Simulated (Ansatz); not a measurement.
Response to strain in hypothetical cubic perovskite RbGeF3

Base system: RbGeF3 in the cubic perovskite structure (space group Pm-3m, No. 221; a = 4.424 Å; a hypothetical phase, not in the database extracts checked). Axes: x, y, z lie along the cube axes.

Strains are applied to the cell and any free atomic positions relax; under biaxial strain the out-of-plane vector relaxes too; under stress the whole cell relaxes.

The values are results of r2SCAN (Ansatz, a quantum-chemistry and plane-wave program; PAW; 500 eV plane waves; no spin-orbit coupling), not measurements.

Notes on the quantities. energy relative to the base: free energy F; pressure: mean of the normal stresses, compression positive.

```tsv
case	energy relative to the base	pressure	band gap	hole mass
base	0 meV/atom	0.00 GPa	2.06 eV	0.24 mₑ (at R)
biaxial strain −2.24 %, plane normal [111], relaxed out of plane	+3.9 meV/atom	1.07 GPa	1.86 eV	0.23 mₑ (at R)
uniaxial strain ε_xx = −2.99 %	+5.5 meV/atom	1.97 GPa	1.81 eV	0.22 mₑ (at R)
uniaxial strain ε_xx = −0.53 %	+0.2 meV/atom	0.32 GPa	2.02 eV	0.24 mₑ (at R)
uniaxial strain ε_zz = +3.58 %	+6.3 meV/atom	-1.79 GPa	2.03 eV	–
uniaxial stress, 2 GPa compression along z	+2.3 meV/atom	–	1.93 eV	0.23 mₑ (at R)
tensor shear ε_xy = +0.81 %	+0.2 meV/atom	0.01 GPa	2.00 eV	0.24 mₑ (at R)
tensor shear ε_yz = +0.50 %	+0.1 meV/atom	0.00 GPa	2.03 eV	0.24 mₑ (at R)
tensor shear ε_yz = −3.58 %	+4.6 meV/atom	0.04 GPa	1.81 eV	0.24 mₑ (at R)
```

Effective masses come from finite differences of ±0.01 Å⁻¹. Stability under load was not tested beyond the relaxation. Many cubic perovskites are stable only at high temperature; tilts and polar distortions were not tested.
